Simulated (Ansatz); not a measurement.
LiF (P6₃mc, No. 186, 4 atoms in the cell; start mp-1185301; a measured phase of this formula has another space group) was calculated with r²SCAN (Ansatz, an electronic-structure program, PAW).

Run with plane-wave cutoff 560 eV, 12×12×8 k mesh (along the axes of the cell as run), Fermi–Dirac smearing 0.01 eV, scalar-relativistic PAW data made under PBE.

Cell (relaxed at this level):

Space group P6₃mc (No. 186); a = 3.0811 Å, b = 3.0811 Å, c = 4.7867 Å, α = 90.00°, β = 90.00°, γ = 120.00°

```csv
atom,site,symmetry,x,y,z
Li,2b,3m.,0.3333,0.6667,0.3824
F,2b,3m.,0.6667,0.3333,0.4926
```

Problem. Predict the band gap and bulk modulus B0.

Solution. 
* **band gap**: 8.58 eV (on the SCF k mesh)
* **bulk modulus B0**: 57.5 GPa

Note: the relaxation could not lower the start's symmetry, so the cell can be a saddle point above a distorted one; the bulk modulus is −V dP/dV from two relaxed cells at ±2 % in volume.

Computed values are for the static lattice.

A start named mp-… is a Materials Project structure, which need not be a measured phase.
